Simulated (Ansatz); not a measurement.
The reference is CuI in the zinc blende structure (space group F-43m, No. 216; a = 5.8619 Å).

Calculations: Ansatz (a program for electronic structure), LDA, PAW, cutoff 420 eV, scalar-relativistic without spin-orbit coupling.

One change was made to it. Results:

The band gap rises by 0.21 eV, from 1.22 eV to 1.43 eV; the hole mass (degenerate bands, along [100]) changes from 0.18, 0.57, 0.57 mₑ (at Γ) to 0.19, 0.51, 0.51 mₑ (at Γ); the shortest interatomic distance decreases by 0.0557 Å, from 2.538 Å to 2.483 Å.

Problem. What was done to the base?
A) pressure 15 GPa
B) pressure 4.5 GPa
C) pressure −2 GPa
D) pressure 9 GPa

Solution. B, pressure 4.5 GPa. For comparison, the band gap in the other runs: pressure 15 GPa gives 1.81 eV; pressure 9 GPa gives 1.61 eV; pressure −2 GPa gives 1.11 eV.

Spin-orbit coupling, missing from the scalar runs, can matter with I. Load acts through the strain it causes; cell and atoms are relaxed under it. Effective masses come from finite differences of ±0.01 Å⁻¹. Whether these cells are dynamically stable was not tested. Tetrahedral semiconductors of this kind turn to denser phases somewhere between about 1 and 50 GPa; those were not computed, so compressed cells here can lie past the real transition. All final runs are without spin polarisation.
